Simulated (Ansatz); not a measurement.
## A computed series for TiC: response to strain

Take TiC in the rock salt structure (space group Fm-3m, No. 225; a = 4.293 Å; relaxed with 0.1 eV smearing) as the base. Axes: x, y, z lie along the cube axes.

Strains are applied to the cell and any free atomic positions relax.

Level of theory: Ansatz (a quantum-chemistry and plane-wave program) PBEsol, without spin-orbit coupling, earlier PAW set.

Candidates:
(a) isotropic strain −1.24 %
(b) uniaxial strain ε_xx = −0.83 %
(c) uniaxial strain ε_zz = −1.73 %

Notes on the quantities. energy relative to the base: free energy F.

Problem. Order them by energy relative to the base, highest first.

Solution. (a) isotropic strain −1.24 % (+12 meV/atom), (c) uniaxial strain ε_zz = −1.73 % (+5.5 meV/atom), (b) uniaxial strain ε_xx = −0.83 % (+1.2 meV/atom)

Whether these cells are dynamically stable was not tested. All final runs are without spin polarisation.
